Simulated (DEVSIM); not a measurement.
Structure: Pd/SiON/n-Ge capacitor, at 300 K.

```csv
layer (left to right),material,thickness (nm),Nd (cm⁻³)
1,SiON,5.10,-
2,Ge,4900,1.5e16
```

Metal gate on the left, work function 5.2 eV. Fixed charge at the semiconductor interface 1.6e10 cm⁻² (in units of +e); no interface traps.

The device is made up for the run: typed textbook-type constants, with dimensions and the other settings drawn at random. Values at 300 K.

```tsv
parameter	SiON	Ge
gap (eV)	7	0.664
affinity (eV)	1.4	4
permittivity	5.5	16
Nc (cm⁻³)	-	1.04e19
Nv (cm⁻³)	-	6e18
```

Simulated with DEVSIM: 1D Poisson equation in equilibrium, Boltzmann statistics, complete ionisation; no quantum confinement or tunnelling. Metal contacts follow the ideal Schottky-Mott rule: no Fermi-level pinning, no interface dipoles.

Question: Give the band bending (positive: bands bend down) and minority sheet density.

Answer: 
```
Vg (V)  ψs (V)  minority carriers (cm⁻²)
------  ------  ------------------------
0.25    -0.495                    1.4e12
0.4     -0.464                    6.5e11
0.55    -0.406                    1.2e11
0.7     -0.284                     1.6e9
0.85    -0.148                     < 1e8
1       -0.021                     < 1e8
1.15     0.072                     < 1e8
1.3      0.124                     < 1e8
1.45     0.153                     < 1e8
```
